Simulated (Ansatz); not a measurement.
The starting structures come from a database of crystals and need not be the phases stable at ambient conditions.

Inside the gap of an insulator the Bloch states are evanescent, with a wavenumber k + iκ along the transport direction.

Given:

```yaml
crystal:
  lattice:
    - [4.54756, 0.00000, 0.00000]
    - [0.57236, 6.15901, 0.00000]
    - [0.00000, 0.00000, 3.73932]
  atoms:
    - { symbol: K, position: [0.77513, 0.30966, 0.75000] }
    - { symbol: K, position: [0.22487, 0.69034, 0.25000] }
    - { symbol: H, position: [0.29905, 0.13032, 0.46097] }
    - { symbol: H, position: [0.70095, 0.86968, 0.53903] }
    - { symbol: H, position: [0.70095, 0.86968, 0.96097] }
    - { symbol: H, position: [0.29905, 0.13032, 0.03903] }
    - { symbol: N, position: [0.27256, 0.23647, 0.25000] }
    - { symbol: N, position: [0.72744, 0.76353, 0.75000] }
```

Space group of this cell: P2_1/m. The cell is taken as given.

Transport runs along the normal of the first two printed cell vectors.

The gap is the functional's own, uncorrected, and κ follows it; spin-orbit coupling is left out. Mid-gap values are interpolated between the computed energies.

### Question
Estimate the band gap and the smallest decay constant κ at mid-gap that PBEsol run with Ansatz (a first-principles code) returns for this system.

### Answer
Gap 2.10 eV on a 8×6×8 mesh; κ = 0.347 1/Å, at the zone centre.
